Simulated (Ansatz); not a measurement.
A hypothetical phase is included: elements placed on a structure type, which no database files for this compound.

Inside the gap of an insulator the Bloch states are evanescent, with a wavenumber k + iκ along the transport direction.

Given:

```xyz
8
Lattice="2.5389 0.0000 0.0000 0.0000 4.3997 0.0000 0.0000 0.0000 4.3997" Properties=species:S:1:pos:R:3 pbc="T T T"
B      0.0000     2.9660     1.4337
B      0.0000     1.4337     2.9660
B      1.2695     3.6335     3.6335
B      1.2695     0.7662     0.7662
N      0.0000     1.3745     1.3745
N      0.0000     3.0252     3.0252
N      1.2695     3.5744     0.8253
N      1.2695     0.8253     3.5744
```

The cell was relaxed by PBE-D3(BJ); by r2SCAN it stands under a pressure of 0.5 GPa.

Transport runs along the normal of the first two printed cell vectors, the (100) plane of the conventional cell.

The gap is the functional's own, uncorrected, and κ follows it; spin-orbit coupling is left out. Mid-gap means the computed energy nearest the middle.

Q: State the band gap and the smallest decay constant κ at mid-gap according to r2SCAN (Ansatz, a program for electronic structure).

A: Gap 5.41 eV on a 12×8×8 mesh; κ = 0.419 1/Å, at the zone centre.
